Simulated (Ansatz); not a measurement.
Consider BN in the zinc blende structure (space group F-43m, No. 216; a = 3.6051 Å). Axes: x, y, z lie along the cube axes.

It is then changed as follows: biaxial strain +1.84 %, plane normal [001], relaxed out of plane (Cartesian); in-plane vectors clamped, the third vector and the atoms free.

Levels (all Ansatz, a program for electronic structure, PAW, earlier PAW set): PBEsol (420 eV, no SOC); r2SCAN (500 eV, scalar-relativistic without spin-orbit coupling).

The geometry is relaxed with PBEsol.

| Quantity | Value |
|---|---|
| PBEsol electron mass | 0.86 mₑ along k, 0.30 mₑ across (at M) |
| PBEsol hole mass | 0.51 mₑ (at Γ) |
| PBEsol pressure | -10.22 GPa |
| PBEsol lowest conduction level above the VBM at special points | M 3.80 eV; X 4.25 eV; S₀ 6.03 eV; S 6.03 eV |

### Question
Predict the electron mass, hole mass, pressure and lowest conduction level above the VBM at special points from r2SCAN.

### Answer
The electron mass goes from 0.86 mₑ along k, 0.30 mₑ across (at M) to 0.84 mₑ along k, 0.30 mₑ across (at M); the hole mass goes from 0.51 mₑ (at Γ) to 0.48 mₑ out of plane, 0.51 mₑ in plane (at Γ); the pressure grows by 0.95 GPa, from -10.22 GPa to -9.27 GPa; the lowest conduction level above the VBM at special points becomes M 4.49 eV; X 4.95 eV; S₀ 6.76 eV; S 6.76 eV (PBEsol: M 3.80 eV; X 4.25 eV; S₀ 6.03 eV; S 6.03 eV).

Single points use the geometry relaxed with PBEsol. Their cutoffs differ, which shifts pressures a little. The levels and masses belong to the bands next to the band gap. Masses are band curvatures over ±0.01 Å⁻¹ around the edge. Along k means along the line from Γ to the band edge. Stability against distortions was not tested. Labels are those of the standard path for the cell's own space group.
